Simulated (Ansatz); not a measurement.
CdTe (within 0.1 Å of P6₄22, No. 181, 6 atoms in the cell; start mp-1492; a measured phase of this formula has another space group), treated with r²SCAN (Ansatz, a first-principles code, PAW).

Numerical settings: plane-wave cutoff 560 eV, 18×18×6 k mesh (along the axes of the cell as run), Fermi–Dirac smearing 0.05 eV, scalar-relativistic PAW data made under PBE.

Cell (relaxed with PBEsol):

```xyz
6
Lattice="4.5225 0.0000 0.0000 -2.2613 3.9166 0.0000 0.0000 0.0000 10.2660" Properties=species:S:1:pos:R:3 pbc="T T T"
Cd    -1.1174     1.9353     6.8440
Cd     1.1439     1.9813     0.0000
Cd     2.2347     0.0000     3.4220
Te    -1.1241     1.9470     1.7110
Te     1.1372     1.9696     5.1330
Te     2.2482     0.0000     8.5550
```

### Question
Give the computed band gap.

### Answer

* **band gap**: 0.71 eV (on the SCF k mesh)

Note: cell and atoms aren't relaxed at this level (pressure 1.9 GPa).

Spin–orbit coupling is not included; with these elements it can move the gap by several tenths of an eV or more.

Computed values are for the static lattice.

A start named mp-… is a Materials Project structure, which need not be a measured phase.
